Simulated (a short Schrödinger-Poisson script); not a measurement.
**MOS inversion layer, SiO2 on p-type Ge(100)**

System: MOS inversion layer, SiO2 on p-type Ge(100), at 300 K.

| layer | material | thickness (nm) | Na (cm⁻³) |
|---|---|---|---|
| 1 | SiO2 | 1.2 | - |
| 2 | Ge | 1100 | 2.8e17 |

The device is made up for the run: typed textbook-type constants, with dimensions and the other settings drawn at random. SiO2: permittivity 3.9, conduction-band edge (eV) 3.1, gap (eV) 9, electron mass (mₑ) 0.5. Ge: permittivity 16, conduction-band edge (eV) 0, gap (eV) 0.664, Nv at 300 K (cm⁻³) 6e18.

Channel valleys (confinement mass, in-plane density-of-states mass, number): L4 0.12, 0.295, 4. At the gate the conduction-band edge of layer 1 lies 3.4 eV − eVg above the Fermi level of the channel; the field vanishes at the back. Gaps are held at their typed values at every temperature. Mesh 0.03 nm at interfaces.

Solved with a short Schrödinger-Poisson script written for these runs: 1D Poisson equation in equilibrium, electrons quantum, Hartree (BenDaniel-Duke, 12 states a valley, the channel's in-plane mass for all, wave functions free to enter the dielectric), parabolic valleys, classical holes, full ionisation, no traps, pinning or gate leakage.

| Vg (V) | electrons (cm⁻²) | C (μF/cm²) | L4 E0 (meV) | L4 E1 (meV) |
|---|---|---|---|---|
| 0.05 | 4.89e6 | 0.318 | 386.4 | 442.4 |
| 0.1 | 2.20e7 | 0.296 | 346.1 | 406.4 |
| 0.15 | 1.05e8 | 0.278 | 305.1 | 369.2 |
| 0.2 | 5.19e8 | 0.264 | 263.4 | 331.0 |
| 0.25 | 2.61e9 | 0.261 | 221.4 | 292.1 |
| 0.3 | 1.31e10 | 0.296 | 179.5 | 253.2 |
| 0.35 | 6.03e10 | 0.469 | 139.8 | 216.4 |
| 0.4 | 2.11e11 | 0.849 | 107.1 | 186.6 |
| 0.45 | 5.05e11 | 1.22 | 84.1 | 166.6 |
| 0.5 | 9.10e11 | 1.47 | 68.4 | 154.0 |
| 0.55 | 1.39e12 | 1.63 | 56.9 | 145.6 |
| 0.6 | 1.91e12 | 1.74 | 48.1 | 139.8 |
| 0.65 | 2.46e12 | 1.82 | 40.9 | 135.5 |
| 0.7 | 3.04e12 | 1.89 | 34.7 | 132.3 |
| 0.75 | 3.63e12 | 1.94 | 29.4 | 129.8 |
| 0.8 | 4.24e12 | 1.98 | 24.7 | 127.7 |
| 0.85 | 4.87e12 | 2.02 | 20.5 | 126.1 |
| 0.9 | 5.50e12 | 2.05 | 16.6 | 124.8 |
| 0.95 | 6.15e12 | 2.08 | 13.0 | 123.7 |
| 1 | 6.80e12 | 2.11 | 9.6 | 122.8 |
| 1.05 | 7.46e12 | 2.13 | 6.4 | 122.0 |

Subbands count from the Fermi level.

Only the L valleys are kept; under strong confinement the Δ valleys of Ge fill too.
